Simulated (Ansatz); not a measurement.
Start from Ba in the bcc (W type) structure (space group Im-3m, No. 229; relaxed with 0.1 eV smearing).

```cif
data_Ba2
_chemical_formula_sum 'Ba2'
_space_group_name_H-M_alt 'Im-3m'
_space_group_IT_number 229
_space_group_name_Hall '-I 4 2 3'
_cell_length_a 5.02425
_cell_length_b 5.02425
_cell_length_c 5.02425
_cell_angle_alpha 90.000
_cell_angle_beta 90.000
_cell_angle_gamma 90.000
loop_
_atom_site_label
_atom_site_type_symbol
_atom_site_symmetry_multiplicity
_atom_site_Wyckoff_symbol
_atom_site_fract_x
_atom_site_fract_y
_atom_site_fract_z
_atom_site_occupancy
Ba1 Ba 2 a 0.00000 0.00000 0.00000 1
```
(The calculation used a cell of 1 atom; values per cell refer to that cell.)

Computed with PBE (Ansatz, a quantum-chemistry and plane-wave program; PAW; 420 eV plane waves; scalar-relativistic without spin-orbit coupling), earlier PAW set.

Base values:

```
Property   Result
--------  -------
Pressure  0.0 GPa
Band gap     zero
```

The change: the cell is scaled by 1.0311 in all directions; the atoms relax in the strained cell.

Q: Predict the new pressure.

A: The pressure goes from zero to -0.7 GPa.

Q: How does this affect the energy relative to the base?

A: The energy rises by 14 meV/atom.

Q: What does the calculation give for the band gap after the change?

A: The band gap is still zero.

No phonon test of stability was made.
